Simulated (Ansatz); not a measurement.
**monolayer As: band-edge transport data**

```
As
1.0
    3.49693     0.00000     0.00000
   -1.74847     3.02843     0.00000
    0.00000     0.00000    17.27314
As
2
Direct
  0.66667   0.33333   0.54113
  0.33333   0.66667   0.45887
```

Computed with PBE with spin-orbit coupling, rigid bands (plane waves, PAW; Ansatz, a first-principles code). Condition of this run: biaxial strain -3 % with spin-orbit coupling. Cell: cell and atoms relaxed with PBE, then loaded as said.

The band gap comes out as 1.16 eV, the electron conductivity mass (300 K, dilute) is 0.22 mₑ and the hole conductivity mass (300 K, dilute) is 0.170 mₑ. The effective density of states N_c (300 K) is 1.6e13 cm⁻². The effective density of states N_v (300 K) is 1.6e12 cm⁻². The Seebeck coefficient, n-type 1.7e12 cm⁻², 300 K is -363 μV/K and the Seebeck coefficient, p-type 1.7e12 cm⁻², 300 K comes out as 158 μV/K.

Rigid bands; masses and Seebeck coefficients take one relaxation time τ for all states and one kind of carrier; polarons and phonon drag are left out.
